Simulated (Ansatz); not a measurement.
Consider Re in the hcp (Mg type) structure (space group P6_3/mmc, No. 194; relaxed with 0.1 eV smearing).

```yaml
crystal:
  lattice:
    - [2.75189, 0.00000, 0.00000]
    - [-1.37595, 2.38321, 0.00000]
    - [0.00000, 0.00000, 4.44007]
  atoms:
    - { symbol: Re, position: [0.66667, 0.33333, 0.75000] }
    - { symbol: Re, position: [0.33333, 0.66667, 0.25000] }
```

Cartesian axes are those of the cell as printed.

The values are results of PBEsol, PAW, 420 eV (Ansatz, a program for electronic structure; scalar-relativistic without spin-orbit coupling), not measurements.

The change: every lattice vector is stretched by 2.50 %; the atoms relax in the strained cell.

**Question.** Predict the stress tensor and what it implies for the stiffness.

**Answer.** Stress of the strained cell less that of the base (GPa, compression positive):
```
  -24.4     0.0     0.0
    0.0   -24.4     0.0
    0.0     0.0   -24.7
```

Then B = −ΔP/(ΔV/V₀) with ΔV/V₀ = 0.0769 gives secant stiffness values (nonlinear terms included at this strain): B (at held cell shape, above the free-shape value) ≈ 319 GPa.

As a check, the harmonic strain energy −½ V₀ Δσ:ε is 84 meV/atom; the computed energy rise is 92 meV/atom.

No phonon test of stability was made. All final runs are without spin polarisation.
